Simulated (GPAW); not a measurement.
```
CELL_PARAMETERS angstrom
     -2.18816     2.18816     7.37160
      2.18816    -2.18816     7.37160
      2.18816     2.18816    -7.37160
ATOMIC_POSITIONS crystal
  La 0.50020 0.00020 0.50000
  La 0.75020 0.75020 0.00000
  Al 0.91717 0.41717 0.50000
  Al 0.16717 0.16717 0.00000
  Ge 0.08414 0.58414 0.50000
  Ge 0.33414 0.33414 0.00000
```

Level of theory: LDA (Perdew-Wang 92), GPAW PAW datasets LDA (gpaw-data 1.0.1) (plane waves; GPAW).

The set-up and first iterations of a GPAW log for LaAlGe (I4_1md, 6 atoms in the cell):

```
Input parameters:
  kpts: [5 5 5]
  maxiter: 120
  mode: {ecut: 560,
         name: pw}
  nbands: -14
  occupations: {name: fermi-dirac,
                width: 0.1}
  symmetry: {symmorphic: False,
             tolerance: 0.0005}

species:
  La:
    name: Lanthanum
    Z: 57.0
    valence: 11
    core: 46
    charge: 0.0
    file: La.LDA.gz

    # Using partial waves for La as LCAO basis

  Al:
    name: Aluminium
    Z: 13.0
    valence: 3
    core: 10
    charge: 0.0
    file: Al.LDA.gz

    # Using partial waves for Al as LCAO basis

  Ge:
    name: Germanium
    Z: 32.0
    valence: 4
    core: 28
    charge: 0.0
    file: Ge.LDA.gz

    # Using partial waves for Ge as LCAO basis

Reference energy: -589069.723865  # eV

Spin-paired calculation

Convergence criteria:
 Maximum [total energy] change in last 3 cyles: 0.0005 eV / valence electron
 Maximum integral of absolute [dens]ity change: 0.0001 electrons / valence electron
   [... lines left out ...]

Density mixing:
  Method: separate
  Backend: pulay
  Linear mixing parameter: 0.05
  old densities: 5
  Damping of long wavelength oscillations: 50

Hamiltonian:
  XC and Coulomb potentials evaluated on a 96*96*96 grid
  External potential:
    NoExternalPotential

Number of atoms: 6
Number of atomic orbitals: 56
Number of bands in calculation: 32
Number of valence electrons: 36
Bands to converge: occupied

Density initialized from atomic densities
  32 bands from LCAO basis set

Atomic positions and initial magnetic moments

Positions:
   0 La     0.000000    2.188155    0.002949    ( 0.0000,  0.0000,  0.0000)
   1 La    -0.000000    0.000000   11.060341    ( 0.0000,  0.0000,  0.0000)
   2 Al    -0.000000    2.188155    6.150417    ( 0.0000,  0.0000,  0.0000)
   3 Al     0.000000   -0.000000    2.464619    ( 0.0000,  0.0000,  0.0000)
   4 Ge     2.188155    0.000000    1.240492    ( 0.0000,  0.0000,  0.0000)
   5 Ge     0.000000   -0.000000    4.926290    ( 0.0000,  0.0000,  0.0000)

Unit cell:
           periodic     x           y           z      points  spacing
  1. axis:    yes   -2.188155    2.188155    7.371595    48     0.0874
  2. axis:    yes    2.188155   -2.188155    7.371595    48     0.0874
  3. axis:    yes    2.188155    2.188155   -7.371595    48     0.0645

  Lengths:   7.994777   7.994777   7.994777
  Angles:  148.231115 148.231115  45.544309

Effective grid spacing dv^(1/3) = 0.1085
     iter     time        total  log10-change:
                         energy   eigst   dens
iter:   1 --:--:--   -34.126030
iter:   2 --:--:--   -34.118886   -0.97  -1.13
iter:   3 --:--:--   -34.361212   -0.51  -1.14
iter:   4 --:--:--   -33.995344   -1.23  -1.43
iter:   5 --:--:--   -34.530059   -0.93  -1.65
iter:   6 --:--:--   -33.887052   -0.59  -1.35
iter:   7 --:--:--   -33.898741   -1.45  -2.15
iter:   8 --:--:--   -33.906385   -1.94  -2.55
iter:   9 --:--:--   -33.903387c  -2.61  -2.23
iter:  10 --:--:--   -33.902928c  -3.07  -2.55
iter:  11 --:--:--   -33.903007c  -3.54  -2.98
iter:  12 --:--:--   -33.902999c  -3.91  -3.04
iter:  13 --:--:--   -33.902982c  -4.31  -3.24
```

Question: Will this run converge, and how will it end?

Answer: The run converged in 25 iterations. Its thresholds were met; that alone does not show that basis and mesh suffice. It ends on: free energy E − TS (from the program's reference atoms) -33.9373 eV; Fermi level (on the code's own zero) 8.55 eV; pressure -3.54 GPa; largest force (vector length) 0.067 eV/Å. The log goes on:

```
   [... 3 lines left out ...]
iter:  17 --:--:--   -33.903002c  -5.43  -3.62
iter:  18 --:--:--   -33.902996c  -5.63  -3.66
iter:  19 --:--:--   -33.902992c  -5.43  -3.72
iter:  20 --:--:--   -33.903006c  -5.87  -3.79
iter:  21 --:--:--   -33.903004c  -6.27  -4.08c
iter:  22 --:--:--   -33.902994c  -6.36  -4.12c
iter:  23 --:--:--   -33.902999c  -6.50  -4.19c
iter:  24 --:--:--   -33.902998c  -7.12  -4.43c
iter:  25 --:--:--   -33.902998c  -7.51c -4.49c
Converged after 25 iterations.

Dipole moment: (1.113655, -1.113655, -4.174814) |e|*Ang

Energy contributions relative to reference atoms: (reference = -589069.723865)

Kinetic:        +52.440370
Potential:      -41.693473
External:        +0.000000
XC:             -43.798430
Entropy (-ST):   -0.068634
Local:           -0.817148
SIC:             +0.000000
--------------------------
Free energy:    -33.937315
Extrapolated:   -33.902998

Showing only first 2 kpts
 Kpt  Band  Eigenvalues  Occupancy
  0    16      7.13536    2.00000
  0    17      8.07022    1.98379
  0    18      8.68843    0.40374
  0    19      8.96069    0.03269

  1    16      8.12194    1.97297
  1    17      8.68271    0.42249
  1    18      8.73880    0.26516
  1    19      9.00381    0.02136

Fermi level: 8.55096

No gap
No difference between direct/indirect transitions
Energy (eV): -33.902998

Forces in eV/Ang:
  0 La    0.00000    0.00000   -0.01196
  1 La    0.00000    0.00000   -0.01196
  2 Al    0.00000    0.00000   -0.05315
  3 Al    0.00000    0.00000   -0.05315
  4 Ge    0.00000    0.00000    0.06697
  5 Ge    0.00000    0.00000    0.06697

Stress tensor:
     0.023343    -0.000000    -0.000000
    -0.000000     0.023343     0.000000
    -0.000000     0.000000     0.019556
Stress (GPa, Voigt): [ 3.7399  3.7399  3.1332  0.     -0.     -0.    ]
```

For comparison: a first run was changed to give this one (ecut: 800 eV → 560 eV), and from it to this one the free energy rises by 1.1 meV/atom, the pressure moves little (-3.53 to -3.54 GPa) and the largest force stays at 0.067 eV/Å.

The starting cell comes from a database of computed structures (which also holds hypothetical and non-ambient phases and stackings), without a prior relaxation at this level.

The run was DFT LDA (Perdew-Wang 92), plane waves, GPAW PAW datasets LDA (gpaw-data 1.0.1). Main settings of its input:

* **mode**: pw
* **ecut**: 560 eV
* **xc**: LDA
* **kpts**: 5 5 5
* **mesh shift (steps)**: 0 0 0
* **occupations.name**: fermi-dirac
* **occupations.width**: 0.1 eV
* **nbands**: -14
* **symmetry.symmorphic**: false
* **symmetry.tolerance**: 0.0005
* **maxiter**: 120
